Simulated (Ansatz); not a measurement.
A user runs Ansatz (a first-principles code) on YbSiPt (Pnma, 12 atoms in the cell) and asks whether the run is sound. The aim is a self-consistent single point with DFT, LDA (PW92), plane waves, default PAW files made with PBE.

Cell that was meant: a = 6.9973 Å, b = 4.3081 Å, c = 7.1118 Å, α = 90.00°, β = 90.00°, γ = 90.00°.

Part of the input:

Ansatz 0.2 input:
```yaml
    - { symbol: Pt, position: [0.695850, 0.250000, 0.895010] }
kpoints:
  mp_grid:
    grid: [1, 1, 1]
hamiltonian:
  xc: lda
  pseudopotentials:
```

Output, abridged:

```
WARN basis.ecutwfc = 420 eV, the default
WARN ansatz: RAYON_NUM_THREADS=1 ignored (pool sized by the plan → 1); use --threads N
   [... lines left out ...]
PAW frozen core: Pt, regenerated for the run's functional, and the local potential with it
Initial density: superposition of atomic densities (chi_scale 0.1, normalization cell, long waves kept (reshape's long-wave potential 0.01 eV rms))
Initial wavefunctions: pseudopotential atomic-orbital guess
Eigensolver: davidson
Functional: x = slater, c = lda
SCF iter   1: F=—  HF=-105679.876083 eV  |F-HF|=—  |Δ(HF+E_count)|=         —  Δρ=1.29e-1  dr2=5.38e1  ethr=3.10e-3  ⟨swp⟩=5.0  Hψ=476  notcnv=0
all-band conjugate gradients solve this SCF's bands
preconditioner: auto → Resta (q_TF=auto, 2.660 Å⁻¹)
SCF iter   2: F=—  HF=-105671.830490 eV  |F-HF|=—  |Δ(HF+E_count)|=    8.05e0  S|Δr|=    0.00e0  Δρ=5.02e-2  dr2=7.76e0  ethr=3.10e-3  ⟨swp⟩=4.0  Hψ=228  notcnv=0  defer=15
   [... lines left out ...]
SCF iter   9: F=—  HF=-105670.114105 eV  |F-HF|=—  |Δ(HF+E_count)|=   1.91e-5  S|Δr|=    0.00e0  Δρ=3.15e-5  dr2=2.34e-6  ethr=1.49e-8  ⟨swp⟩=3.0  Hψ=188  notcnv=0  defer=15
SCF iter  10: F=—  HF=-105670.114104 eV  |F-HF|=—  |Δ(HF+E_count)|=   7.64e-7  S|Δr|=    0.00e0  Δρ=7.30e-6  dr2=1.38e-7  ethr=1.27e-9  ⟨swp⟩=2.0  Hψ=188  notcnv=0  defer=15
SCF iter  11: F=-105670.114104 eV  HF=-105670.114104 eV  |F-HF|=3.00e-9  |Δ(HF+E_count)|=   2.97e-8  S|Δr|=    0.00e0  Δρ=1.38e-6  dr2=4.74e-9  ethr=5.43e-11  ⟨swp⟩=16.0  Hψ=679  notcnv=0
SCF 1 converged in 11 iterations: F = -105670.114104 eV  dr2 = 4.74e-9
Stability not checked (fill_not_monotonic)
Free energy (F): -105670.114104 eV
Internal energy: -105670.114104 eV  (E = F + TS)
E sigma→0 (E₀):  -105670.114104 eV
Fermi energy:    17.318326 eV
--- Forces (eV/Å), atoms counted from 1 ---
  atom   1  Yb     0.16074722     0.00000000    -0.44734755
  atom   2  Yb    -0.16074722     0.00000000     0.44734755
  atom   3  Yb    -0.16074722     0.00000000    -0.44734755
  atom   4  Yb     0.16074722     0.00000000     0.44734755
   [... lines left out ...]
  atom  12  Pt     0.27539990     0.00000000    -0.60428069
--- Stress (GPa, compression-positive) ---
       -9.051259       0.000000       0.000000
        0.000000      -5.922868       0.000000
        0.000000       0.000000     -10.125867
  P = ⅓ Tr σ = -8.3667 GPa (-83.667 kbar)
  The stress holds the Pulay correction. Without it, at fixed plane waves, as pw.x and ABINIT print it: P = -8.4204 GPa
```

Q: Is anything amiss in this input, and did it matter?

A: The run is not sound. The fault is a single k-point for a small metallic cell. One k-point cannot sample the Fermi surface of a small cell. To fix it, use a converged k-point mesh. The run converged in 11 iterations without an error; against the sound input the free energy rises by 44.3 meV/atom, the pressure goes from -3.82 to -8.37 GPa and the largest force goes from 0.239 to 2.005 eV/Å.

The sound input it was made from differs as follows (other fixes are possible):
```diff
-    grid: [1, 1, 1]
+    grid: [3, 5, 3]
```

With that input, the run converged in 11 iterations: free energy E − TS (on the zero of these files) -105670.6462 eV; Fermi level (on the code's own zero) 16.38 eV; pressure -3.82 GPa; largest force (vector length) 0.239 eV/Å (DFT, LDA (PW92), plane waves, default PAW files made with PBE).

On the sound input: the starting cell comes from a database of computed structures (which also holds hypothetical and non-ambient phases and stackings), without a prior relaxation at this level. Its lattice was rescaled by a random factor within 2.5 % of one. Spin polarisation is off. With a pressure of about -4 GPa the cell is away from its equilibrium volume at this level. Ansatz's pressure includes its estimate of the finite-basis (Pulay) stress.
